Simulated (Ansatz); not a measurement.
**TiB2 under a change: biaxial strain +0.22 %, plane normal [001], relaxed out of plane**

The parent structure is TiB$_{2}$ (space group P6/mmm, No. 191; a = 3.017 Å, c = 3.185 Å). Axes: x lies along a and z along c of the hexagonal cell.

Now apply this change: tensile biaxial strain of 0.22 % in the plane normal to [001], as in epitaxy on a mismatched substrate; the out-of-plane cell vector and the atoms relax.

Method: Ansatz (an electronic-structure program), PBEsol, PAW, cutoff 420 eV, spin-orbit coupling left out, earlier PAW set. Γ-centred 13×13×10 mesh, Fermi–Dirac width 0.05 eV.

- Space group = P6/mmm (No. 191) (base P6/mmm (No. 191))
- Shortest interatomic distance = 1.746 Å (base 1.742 Å)
- Pressure (mean of the normal stresses, compression positive) = -1.0 GPa (base 0.0 GPa)
- Band gap = zero (base zero)
- Out-of-plane strain = -0.11 % (rough)
- Mean in-plane stress (compression positive) = -1.5 GPa (rough)

Final structure (turned so that z lies along the plane normal):

```xyz
3
Lattice="3.0239 0.0000 0.0000 1.5120 2.6188 0.0000 0.0000 0.0000 3.1815" Properties=species:S:1:pos:R:3 pbc="T T T"
Ti     0.0000     0.0000     0.0000
B      1.5120     0.8729     1.5908
B      3.0239     1.7459     1.5908
```

Cost of the whole job for the changed cell (relaxation, final SCF and bands): very roughly 10 core-seconds.

A case with no gap was solved on a k-mesh chosen for an insulator, which is coarse for it. Without a gap, meshes like the base's 13×13×10 leave anisotropic stresses uncertain by several tenths of a GPa, and small strain energies with them. Stability against distortions was not tested. All final runs are without spin polarisation.
